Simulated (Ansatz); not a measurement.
The parent structure is HfB$_{2}$ (space group P6/mmm, No. 191; relaxed with 0.1 eV smearing).

```yaml
crystal:
  lattice:
    - [3.12780, 0.00000, 0.00000]
    - [-1.56390, 2.70875, 0.00000]
    - [0.00000, 0.00000, 3.44608]
  atoms:
    - { symbol: Hf, position: [0.00000, 0.00000, 0.00000] }
    - { symbol: B, position: [0.66667, 0.33333, 0.50000] }
    - { symbol: B, position: [0.33333, 0.66667, 0.50000] }
```

Cartesian axes are those of the cell as printed.

Method: PBEsol in Ansatz (plane waves to 420 eV, PAW, without spin-orbit coupling).

Base values:

- Volume per atom: 9.73 Å³

Now apply this change: tensile biaxial strain of 2.00 % in the plane normal to [001], as in epitaxy on a mismatched substrate; the out-of-plane cell vector and the atoms relax.

Q: Estimate the effect on the in-plane stress.

A: The mean in-plane stress (compression positive) comes out as -11.4 GPa.

Q: Predict the new volume per atom.

A: The volume per atom increases by 0.28 Å³ to 10.01 Å³.

Whether these cells are dynamically stable was not tested. The final runs are not spin-polarised.

Ansatz is an electronic-structure program.
